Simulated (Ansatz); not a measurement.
Structures of equal composition on the (111)A surface of 3C silicon carbide (Si plane on top): (√3x√3)R30° Ge adatom at H3; (√3x√3)R30° Ge adatom at T4. The slabs share one bottom face, and each structure is named by its start. These are constructed structures in small cells; real faces may alloy, dewet or reconstruct in larger ones, and not all known structures of the face are among them. Slabs of about 10 Å, Fermi-Dirac smearing of 0.025 eV. Bottom of the slabs: H caps. Relaxed from the named starts with such symmetry as they have, on meshes of like density; energies extrapolated to zero smearing; spin only where a row says so; no spin-orbit coupling, no U. Brackets mark spin-polarised runs, whose order is one that fits the cell. Where a second, spin-polarised start was run, the lower counts.

All values below come from PBE (plane waves to 420 eV, PAW; Ansatz, a first-principles code).

**Question.** Put the candidates in order of energy per 1x1 cell, lowest first, for PBE.

**Answer.** (√3x√3)R30° Ge adatom at T4 (0.000 eV [spin, 1.0 μB a cell], a narrow gap of 0.18 eV by band count), (√3x√3)R30° Ge adatom at H3 (0.173 eV [spin start, no net moment], no gap on the mesh)
